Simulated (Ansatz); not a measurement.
SnSe2 (model structure, started from the anatase type, I4₁/amd, No. 141, 6 atoms in the cell): properties by level of theory

```json
[
 {"level (code)": "PBE (Ansatz)", "lattice constant a (Å)": "5.695", "lattice parameter c (Å)": "11.226", "enthalpy of formation (eV/atom)": "-0.141"},
 {"level (code)": "PBEsol (Ansatz)", "lattice constant a (Å)": "5.609", "lattice parameter c (Å)": "10.642", "enthalpy of formation (eV/atom)": "-0.113"},
 {"level (code)": "PBE-D3(BJ) (Ansatz)", "lattice constant a (Å)": "5.645", "lattice parameter c (Å)": "10.273", "enthalpy of formation (eV/atom)": "-0.111"}
]
```

Ansatz's density-functional and Hartree–Fock values are scalar-relativistic unless marked +SOC, with PAW data made under PBE.

The computed numbers hold no vibrational or temperature effects.

A model structure was made by putting elements into a prototype or built by hand; it is no filed structure, need not be a known phase, and can be a saddle point held by its symmetry.

Ansatz is a quantum-chemistry and plane-wave program.
